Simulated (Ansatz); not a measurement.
The starting structures come from a database of crystals and need not be the phases stable at ambient conditions.

Tunnelling through a barrier is set by its complex band structure: the current falls as exp(−2κd) with the smallest κ.

```xyz
14
Lattice="6.3399 0.0000 0.0000 0.0000 8.7824 0.0000 0.0000 4.3912 2.8980" Properties=species:S:1:pos:R:3 pbc="T T T"
Mg     3.1700     0.0000     0.0000
Mg     0.0000     0.0000     0.0000
V      4.7549    10.0422     2.8980
V      1.5850     3.1314     0.0000
Cu     4.7549     2.9294     0.0000
Cu     1.5850     5.8530     0.0000
O      4.7549     4.5973     1.4670
O      1.5850     8.5763     1.4310
O      1.5850     4.1851     1.4670
O      4.7549     8.9885     1.4310
O      3.3532     6.6736     0.0000
O      2.9867     2.1088     0.0000
O      0.1832     2.1088     0.0000
O      6.1567     6.6736     0.0000
```

The cell is taken as given; by r2SCAN it stands under a pressure of -8.9 GPa.

Transport runs along the normal of the first two printed cell vectors.

No gap correction and no spin-orbit coupling; mid-gap is the computed energy nearest the middle.

Q: Give the band gap and the smallest decay constant κ at mid-gap that r2SCAN run with Ansatz (a program for electronic structure) yields.

A: Gap 1.21 eV on a 6×10×10 mesh; κ = 0.428 1/Å, at (0.000, 0.250) of the in-plane reciprocal vectors. At the zone centre the slowest state has κ = 0.47 1/Å.
